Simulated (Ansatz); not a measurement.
**Cs2AgBiBr6 under a change: isotropic strain +0.75 %**

Consider Cs2AgBiBr6 (space group Fm-3m, No. 225; a = 11.479 Å).

Perturbation: an isotropic linear strain of +0.75 %, atoms relaxed at fixed cell.

The values are results of plane-wave PAW DFT at the PBE level (Ansatz, an electronic-structure program, 420 eV), spin-orbit coupling left out, not measurements. Settings: 5×5×5 k-points, 0.05 eV Fermi–Dirac smearing.

The volume per atom grows by 0.86 Å³ to 38.67 Å³ and the space group stays Fm-3m (No. 225). The shortest interatomic distance goes up by 3.0 pm, from 285.4 pm to 288.4 pm and the energy goes up by 1.2 meV/atom. The pressure shrinks by 0.435 GPa (-0.01 GPa → -0.44 GPa) and the band gap goes up by 0.036 eV (1.33 eV → 1.36 eV). The gap character remains indirect, X → L and the smallest direct gap is still 2.30 eV. The mean gap deformation potential ΔEg/Δln V is +1.6 eV and the electron mass becomes 0.34 mₑ along k, 0.26 mₑ across (at L) (base: 0.35 mₑ along k, 0.26 mₑ across (at L)).

Final structure:

```
CELL_PARAMETERS angstrom
      0.00000     5.78260     5.78260
      5.78260     0.00000     5.78260
      5.78260     5.78260     0.00000
ATOMIC_POSITIONS crystal
  Bi 0.00000 0.00000 0.00000
  Ag 0.50000 0.50000 0.50000
  Cs 0.25000 0.25000 0.25000
  Cs 0.75000 0.75000 0.75000
  Br 0.25062 0.74938 0.25062
  Br 0.25062 0.74938 0.74938
  Br 0.74938 0.25062 0.74938
  Br 0.74938 0.25062 0.25062
  Br 0.25062 0.25062 0.74938
  Br 0.74938 0.74938 0.25062
```

Cost of the whole job for the changed cell (relaxation, final SCF and bands): around 70 core-seconds (rough).

With Bi present, leaving out spin-orbit coupling can change the band edges. Effective masses come from finite differences of ±0.01 Å⁻¹. Along k means along the line from Γ to the band edge. Whether these cells are dynamically stable was not tested.
